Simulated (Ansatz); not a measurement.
Here is the system:

```
CELL_PARAMETERS angstrom
      0.00000     2.84401     2.81717
      2.84401     0.00000     2.81717
      2.84401     2.84401     0.00000
ATOMIC_POSITIONS crystal
  As 0.75000 0.75000 0.75000
  Al 0.00000 0.00000 0.00000
```

No spin polarisation.

Level of theory: PBEsol in Ansatz (plane waves to 420 eV, PAW, no SOC), earlier PAW set. k-mesh 10×10×10 (Γ-centred); smearing 0.05 eV (Fermi–Dirac).

Predict the electron mass, space group, valence-band top at Γ and hole mass.


- Electron mass = 0.82 mₑ along k, 0.24 mₑ across (at X)
- Space group = I-4m2 (No. 119)
- Valence-band top at Γ (three highest levels, from the VBM) = 0.00, -0.05, -0.05 eV
- Hole mass = 0.11 mₑ along z, 0.47 mₑ across (at Γ)

The levels and masses belong to the bands next to the band gap. Load acts through the strain it causes; cell and atoms are relaxed under it. Masses are band curvatures over ±0.01 Å⁻¹ around the edge. Along k means along the line from Γ to the band edge. Beyond what the load breaks, stability against distortions was not tested. The cell was made from AlAs in the zinc blende structure (space group F-43m, No. 216) by this change: uniaxial stress, 0.5 GPa compression along z.

Ansatz is a first-principles code.
